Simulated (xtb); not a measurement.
xtb 6.7.1, GFN2-xTB: [CH2]c1ccc(C)cc1, charge +1, multiplicity 1, 17 atoms. The geometry is a generated start, not checked to be a minimum at this level.

| Item | Value |
|---|---|
| run flags | --grad |
| method | GFN2-xTB |
| --acc | 1 (default) |
| --etemp (K) | 300 (default) |
| basis functions | 41 |
| valence electrons | 40 |

```xyz
17

C     -2.9693     0.0285     0.0502
C     -1.6101     0.0272    -0.0051
C     -0.8880    -1.1149    -0.5004
C      0.4737    -1.1277    -0.5045
C      1.2144    -0.0264    -0.0190
C      2.6799    -0.0562     0.0129
C      0.5187     1.1185     0.4385
C     -0.8411     1.1576     0.4465
H     -3.5435    -0.8283    -0.2632
H     -3.5229     0.8726     0.4318
H     -1.4510    -1.9629    -0.8612
H      1.0075    -1.9888    -0.8760
H      3.0816    -1.0367    -0.2246
H      3.0499     0.2730     0.9863
H      3.0782     0.6684    -0.7036
H      1.0896     1.9654     0.7899
H     -1.3675     2.0307     0.8016
```

Charge 1 and multiplicity 1 are set for this test and not shown to be the ground state.

One run each on 1 thread. Values of broydamp tried: 0.02, 0.05, 0.1, 0.2, 0.4 (default), 0.6, 0.8, 1.

**Question.** Which value of broydamp needs the fewest SCC iterations, and what happens away from it?

**Answer.** Fewest SCC iterations: 0.4 (default) with 11. The count rises to 22 at 0.02. All converge to one solution.

| broydamp | SCC iterations | end |
|---|---|---|
| 0.02 | 22 | same solution |
| 0.05 | 18 | same solution |
| 0.1 | 15 | same solution |
| 0.2 | 13 | same solution |
| 0.4 (default) | 11 | same solution |
| 0.6 | 13 | same solution |
| 0.8 | 16 | same solution |
| 1 | 18 | same solution |
